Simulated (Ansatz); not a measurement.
Reference: MoRu₃ (P6_3/mmc), PBEsol, DFPT electron-phonon coupling, linearised Boltzmann equation (plane waves, PAW, scalar-relativistic; Ansatz, an electronic-structure program); geometry: relaxed with this functional, without spin-orbit coupling.

```yaml
crystal:
  lattice:
    - [5.43164, 0.00000, 0.00000]
    - [-2.71582, 4.70394, 0.00000]
    - [0.00000, 0.00000, 4.31211]
  atoms:
    - { symbol: Mo, position: [0.66667, 0.33333, 0.25000] }
    - { symbol: Mo, position: [0.33333, 0.66667, 0.75000] }
    - { symbol: Ru, position: [0.83358, 0.16642, 0.75000] }
    - { symbol: Ru, position: [0.16642, 0.83358, 0.25000] }
    - { symbol: Ru, position: [0.66716, 0.83358, 0.25000] }
    - { symbol: Ru, position: [0.33284, 0.16642, 0.75000] }
    - { symbol: Ru, position: [0.83358, 0.66716, 0.75000] }
    - { symbol: Ru, position: [0.16642, 0.33284, 0.25000] }
```

* **resistivity at 300 K**: 21 μΩ·cm
* **mean free path at 300 K**: 4.4 nm
* **electron-phonon coupling λ**: 0.65
* **logarithmic mean phonon energy**: 21 meV

Q: Swap Mo for W, keeping the structure type. How do these values move?

A: WRu3 (P6_3/mmc): volume per atom 13.8 to 13.9 Å³; resistivity at 300 K rises (21 μΩ·cm to 25 μΩ·cm); mean free path at 300 K stays about the same (4.4 nm to 3.9 nm); electron-phonon coupling λ stays about the same (0.65 to 0.71); logarithmic mean phonon energy stays about the same (21 meV to 18.9 meV).

Moves up to 15 % count as about the same. Metals; harmonic phonons alone scatter; means over directions. The mean free path is weighted by the current that each state carries. Halving the electron mesh moves these values by up to 10 %; q meshes are mostly untested. Spin-orbit coupling is left out.

Computed structure with no diffraction record at hand here (it may be known, metastable or hypothetical): MoRu3 (P6_3/mmc), WRu3 (P6_3/mmc). The missing spin-orbit coupling matters most for WRu3 (P6_3/mmc).
